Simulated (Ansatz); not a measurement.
Band-edge transport in semiconductors and insulators: compounds that share space group F-43m and stoichiometry, HSE06, rigid bands run with Ansatz (a quantum-chemistry and plane-wave program); geometry: cell and atoms relaxed with PBEsol.

| Compound | volume per atom (Å³) | band gap | electron conductivity mass | Seebeck coefficient, n-type 1e19 cm⁻³ |
|---|---|---|---|---|
| InP | 25.4 | 1.44 eV | ? | -61 μV/K |
| BP | 11.5 | 1.95 eV | 0.32 mₑ | ? |
| AlP | 20.5 | 2.28 eV | 0.33 mₑ | -260 μV/K |
| BeS | 14.2 | 4.04 eV | 0.36 mₑ | -272 μV/K |
| ZnSe | 22.3 | ? | 0.143 mₑ | -87 μV/K |
| ZnS | 19.2 | ? | 0.21 mₑ | -119 μV/K |
| SiC | 10.3 | 2.23 eV | 0.29 mₑ | -246 μV/K |

### Question
What belongs in the gaps?

### Answer

- InP, electron conductivity mass: 0.095 mₑ
- BP, Seebeck coefficient, n-type 1e19 cm⁻³: -331 μV/K
- ZnSe, band gap: 2.50 eV
- ZnS, band gap: 3.46 eV

Masses are for dilute carriers at 300 K, harmonic means over directions unless an axis is named. Seebeck coefficients are for the stated density at 300 K, with one relaxation time for all states and whether or not that doping can be reached. Spin-orbit coupling is left out.
